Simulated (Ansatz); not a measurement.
Al vacancy + C interstitial (fcc Al host)

All values below come from PBE, PAW (plane waves to 420 eV; Ansatz, an electronic-structure program). Details: 108-site cell; 4×4×4 shifted k-points; start: the Al site; off centre in the vacancy; not converged in cell size; the relaxation kept the symmetry of the starting site; relaxed from one start, so a lower configuration may exist.

Neighbours after relaxation, in Å: of the emptied site: C 2.24; of the C atom: Al 2.00, Al 2.03, Al 2.03, Al 2.03, Al 2.03.

Formation energies E_f are those of the neutral cell. Chemical conditions: impurity bounded by its compound with the host (Δμ(Al) = 0.00 eV, Δμ(C) = -0.21 eV, bounded by Al4C3 (R-3m); only phases computed here count, gases as isolated molecules at 0 K). Reference phases: Al: fcc Al, C: graphite.

```
charge         moment (μB)  point group  largest move off a lattice site (Å)  E_f, impurity bounded by its compound with the host (eV)
------  ------------------  -----------  -----------------------------------  --------------------------------------------------------
0       not spin-polarised          C4v                                 0.20                                                      2.05
```

Point groups are those of the whole cell at tolerances of 0.03 and 0.1 Å ("near" where only the looser one holds); none is given for unsettled states.
